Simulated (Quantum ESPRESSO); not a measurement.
A self-consistent single point of SrMg14Ga (P-6m2, 16 atoms in the cell) with Quantum ESPRESSO.

Level of theory: BLYP, GBRV 1.5 ultrasoft (PBE) pseudopotentials (plane waves; Quantum ESPRESSO 7.5).

```xyz
16
Lattice="6.3546 0.0000 0.0000 -3.1773 5.5032 0.0000 0.0000 0.0000 10.3105" Properties=species:S:1:pos:R:3 pbc="T T T"
Sr     0.0000     0.0000     0.0000
Mg    -1.5264     2.7876     0.0000
Mg     0.0000     5.4314     0.0000
Mg     1.5264     2.7876     0.0000
Mg     4.7401     2.7367     5.1553
Mg     3.1773     0.0298     5.1553
Mg     1.6145     2.7367     5.1553
Mg    -1.5741     4.5776     2.7354
Mg     1.5741     4.5776     7.5751
Mg     0.0000     1.8512     2.7354
Mg    -1.5741     4.5776     7.5751
Mg     1.5741     4.5776     2.7354
Mg     0.0000     1.8512     7.5751
Mg     3.1773     1.8344     2.5072
Mg     3.1773     1.8344     7.8033
Ga     0.0000     0.0000     5.1553
```

Reference input (self-consistent single point, DFT, PBEsol, plane waves, GBRV 1.5 ultrasoft (PBESOL) pseudopotentials): ecutwfc = 50 Ry; ecutrho = 250 Ry; occupations = smearing; smearing = gaussian; degauss = 0.0036749 Ry; K_POINTS = automatic 5 5 2 0 0 0; conv_thr = 1e-10 Ry; mixing_beta = 0.7. This run's input differs from it in these lines:

```diff
@@ -17,2 +17,3 @@
    degauss = 0.0036749,
+   input_dft = 'blyp',
 /
@@ -23,5 +24,5 @@
 ATOMIC_SPECIES
-Sr    87.6200  sr_pbesol_v1.uspp.F.UPF
-Mg    24.3050  mg_pbesol_v1.4.uspp.F.UPF
-Ga    69.7230  ga_pbesol_v1.4.uspp.F.UPF
+Sr    87.6200  sr_pbe_v1.uspp.F.UPF
+Mg    24.3050  mg_pbe_v1.4.uspp.F.UPF
+Ga    69.7230  ga_pbe_v1.4.uspp.F.UPF
 CELL_PARAMETERS {angstrom}
```

Log, with long lists cut:

```
     Self-consistent Calculation

     iteration #  1     ecut=    50.00 Ry     beta= 0.70

     negative rho (up, down):  6.457E-02 0.000E+00

     total energy              =   -2236.29930094 Ry
     estimated scf accuracy    <       5.61827590 Ry

     iteration #  2     ecut=    50.00 Ry     beta= 0.70

     negative rho (up, down):  6.389E-02 0.000E+00

     total energy              =   -2231.82128688 Ry
     estimated scf accuracy    <      48.13712596 Ry

     iteration #  3     ecut=    50.00 Ry     beta= 0.70

     negative rho (up, down):  6.349E-02 0.000E+00

     total energy              =   -2237.94895822 Ry
     estimated scf accuracy    <      10.07312136 Ry

   [... 10 blocks of this kind left out ...]

     iteration # 14     ecut=    50.00 Ry     beta= 0.70

     negative rho (up, down):  6.608E-02 0.000E+00

     total energy              =   -2238.96032219 Ry
     estimated scf accuracy    <          2.0E-09 Ry

     iteration # 15     ecut=    50.00 Ry     beta= 0.70

     negative rho (up, down):  6.608E-02 0.000E+00
     End of self-consistent calculation

     the Fermi energy is     6.7234 ev

!    total energy              =   -2238.96032219 Ry
     estimated scf accuracy    <          7.3E-11 Ry
     smearing contrib. (-TS)   =      -0.00090053 Ry
     internal energy E=F+TS    =   -2238.95942166 Ry

     convergence has been achieved in  15 iterations

     negative rho (up, down):  6.608E-02 0.000E+00

     Forces acting on atoms (cartesian axes, Ry/au):

     atom    1 type  1   force =     0.00000000    0.00000000    0.00000000
     atom    2 type  2   force =    -0.00114357   -0.00066024    0.00000000
     atom    3 type  2   force =     0.00000000    0.00132049    0.00000000
     atom    4 type  2   force =     0.00114357   -0.00066024    0.00000000
     atom    5 type  2   force =    -0.00404937   -0.00233790    0.00000000
   [... lines left out ...]
     Total force =     0.009640     Total SCF correction =     0.000037
   [... lines left out ...]

     negative rho (up, down):  6.608E-02 0.000E+00
          total   stress  (Ry/bohr**3)                   (kbar)     P=       36.39
   0.00024612  -0.00000000   0.00000000           36.21       -0.00        0.00
  -0.00000000   0.00024612  -0.00000000           -0.00       36.21       -0.00
   0.00000000  -0.00000000   0.00024988            0.00       -0.00       36.76

   JOB DONE.
```

The run converged in 15 iterations. Against the reference run the pressure goes from 1.64 to 3.64 GPa and the largest force goes from 0.102 to 0.120 eV/Å.

The starting cell comes from a database of computed structures (which also holds hypothetical and non-ambient phases and stackings), without a prior relaxation at this level. Its lattice was rescaled by a random factor within 2.5 % of one. With a pressure of about 4 GPa the cell is away from its equilibrium volume at this level.

Cost on one core of a shared machine: roughly 20 min.
